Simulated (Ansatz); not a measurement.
**Computed paths: O vacancy in monoclinic ZrO2 with all lengths changed by -1 %, charge state +2**

Defect migration in monoclinic ZrO2 with all lengths changed by -1 %: O vacancy, charge state +2. These are PBE, PAW (plane waves to 420 eV; Ansatz, an electronic-structure program) values and carry that method's errors.

Settings: 96 host sites, the strained lattice (strain from the relaxed PBE one, atoms relaxed), the Γ point alone, smearing 0.01 eV, spin-restricted, no image-charge correction. Static, classical nuclei. The charge state is imposed; whether it is stable for some Fermi level was not computed. Forms of the defect that were not tried may lie lower.

Barriers: single points on a 2×2×2 k-point mesh shifted by half a step at the bands' geometries.

| Route | Start site over the lowest site run (eV) | Hop (Å) | Forward barrier (eV) | Backward barrier (eV) | Neighbours at the start | Neighbours at the saddle | Saddle order | Forward, on the band's own sampling (eV) |
|---|---|---|---|---|---|---|---|---|
| a nearby O atom hops onto the vacant site | 0.00 | 2.43 | 0.66 | 0.66 | O at 2.57, O at 2.63; Zr at 2.05, Zr at 2.06, Zr at 2.22 Å | 2 O at 2.66; Zr at 2.06, Zr at 2.18, Zr at 2.63 Å | not checked | 0.66 |
| a nearby O atom hops onto the vacant site | 0.00 | 1.94 | 0.89 | 0.11 | O at 2.59, O at 2.64, O at 2.67; Zr at 2.10, Zr at 2.14, 2 Zr at 2.36 Å | 2 Zr at 1.99 Å | not checked | 0.87 |
| a nearby O atom hops onto the vacant site | 0.00 | 2.53 | 1.11 | 1.11 | O at 2.59, O at 2.63; Zr at 2.04, Zr at 2.11, Zr at 2.19 Å | Zr at 1.92 Å | not checked | 1.12 |

Paths come from nudged elastic bands with a climbing image. Of the routes that converged and passed our checks, the lowest saddle point lies 0.66 eV above the lowest of the sites run (a nearby O atom hops onto the vacant site); other sites, such as split forms, and other routes may lie lower. 

The whole set of runs took about 3 core-hours (a rough figure).
